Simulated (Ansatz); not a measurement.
Start from TiSi2 (space group Fddd, No. 70; a = 4.806 Å, b = 8.265 Å, c = 8.565 Å). Axes: x, y, z lie along a, b, c of the conventional cell.

(Cell as relaxed with PBE.)

Levels (all Ansatz, a quantum-chemistry and plane-wave program, PAW, earlier PAW set): PBE (420 eV, scalar-relativistic without spin-orbit coupling); r2SCAN (500 eV, scalar-relativistic without spin-orbit coupling).

Each level relaxes its own structure.

| base | PBE | r2SCAN |
|---|---|---|
| volume per atom | 14.18 Å³ | 13.97 Å³ |
| band gap | zero | zero |

Perturbation: the cell is stretched by 1.07 % along z with no lateral relaxation; the atoms relax in the strained cell.

| quantity | PBE | r2SCAN |
|---|---|---|
| shortest interatomic distance | 2.552 Å | ___ |
| energy relative to the base (free energy F) | +2.0 meV/atom | ___ |
| pressure (mean of the normal stresses, compression positive) | -1.7 GPa | ___ |

### Question
Predict the r2SCAN column.

### Answer

- shortest interatomic distance, r2SCAN: 2.537 Å
- energy relative to the base (free energy F), r2SCAN: +2.0 meV/atom
- pressure (mean of the normal stresses, compression positive), r2SCAN: -1.8 GPa

PBE's shortest interatomic distance lies 0.015 Å above r2SCAN's (0.6 %); the two agree on the energy relative to the base. Neither level is exact; r2SCAN is the comparison here, not a measurement.

Without a gap, meshes like the base's 13×13×13 leave anisotropic stresses uncertain by several tenths of a GPa, and small strain energies with them. No phonon test of stability was made. The final runs are not spin-polarised.
